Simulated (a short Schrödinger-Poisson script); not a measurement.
Stack: MOS inversion layer, SiO2 on p-type Si(100), at 200 K.

From the gate side: 4 nm SiO2; 540 nm Si, acceptors 6.2e17 cm⁻³.

Constants are typed, rounded textbook-type inputs, not results; the design itself was drawn at random and stands for no fabricated device. SiO2: permittivity 3.9, conduction-band edge (eV) 3.15, gap (eV) 9, electron mass (mₑ) 0.5. Si: permittivity 11.7, conduction-band edge (eV) 0, gap (eV) 1.124, Nv at 300 K (cm⁻³) 3.1e19.

Channel valleys (confinement mass, in-plane density-of-states mass, number): Δ2 0.916, 0.19, 2; Δ4 0.19, 0.417, 4. At the gate the conduction-band edge of layer 1 lies 3.55 eV − eVg above the Fermi level of the channel; the field vanishes at the back. Gaps are held at their typed values at every temperature. Mesh 0.03 nm at interfaces.

From a short Schrödinger-Poisson script (our own, NumPy): 1D Poisson equation in equilibrium, electrons quantum, Hartree (BenDaniel-Duke, 12 states a valley, the channel's in-plane mass for all, wave functions free to enter the dielectric), parabolic valleys, classical holes, full ionisation, no traps, pinning or gate leakage.

| Vg (V) | electrons (cm⁻²) | C (μF/cm²) | Δ2 E0 (meV from the Fermi level) | Δ4 E0 (meV from the Fermi level) |
|---|---|---|---|---|
| 0.9 | 2.06e9 | 0.190 | 127.2 | 181.3 |
| 1.05 | 2.24e11 | 0.583 | 45.5 | 101.7 |
| 1.2 | 8.20e11 | 0.713 | 21.4 | 79.5 |
| 1.35 | 1.49e12 | 0.746 | 9.2 | 69.1 |
| 1.5 | 2.19e12 | 0.761 | 0.5 | 62.3 |
| 1.65 | 2.91e12 | 0.769 | -6.4 | 57.2 |
| 1.8 | 3.63e12 | 0.775 | -12.3 | 52.9 |
| 1.95 | 4.35e12 | 0.780 | -17.7 | 49.3 |
| 2.1 | 5.08e12 | 0.783 | -22.5 | 46.0 |
| 2.25 | 5.82e12 | 0.786 | -27.1 | 43.1 |
| 2.4 | 6.55e12 | 0.789 | -31.4 | 40.4 |
| 2.55 | 7.29e12 | 0.791 | -35.5 | 37.8 |
| 2.7 | 8.03e12 | 0.793 | -39.4 | 35.5 |
| 2.85 | 8.78e12 | 0.794 | -43.2 | 33.2 |
| 3 | 9.52e12 | 0.796 | -46.8 | 31.1 |
| 3.15 | 1.03e13 | 0.797 | -50.3 | 29.1 |

Gate voltages with under 1e9 electrons/cm² are left out.

Task: At Vg = 3.15 V the lowest Δ2 subband lies at -50.3 meV from the Fermi level. How many electrons does it hold, and what share of all?

Result: The two-dimensional density of states is g m/(πħ²) = 1.59e11 cm⁻² meV⁻¹ (both spins), kT = 17.2 meV, so n = D kT ln(1 + exp(−E/kT)) = 8.14e12 cm⁻², 0.79 of the 1.03e13 cm⁻² in all.

Task: Compare the slope of the sheet density between 2.85 and 3.15 V with the geometric capacitance of the layers between gate and channel.

Result: q Δn/ΔV = 0.812 μF/cm²; ε0/Σ(t/ε) = 0.863 μF/cm². The ratio is 0.94: the channel acts as a further capacitance in series.
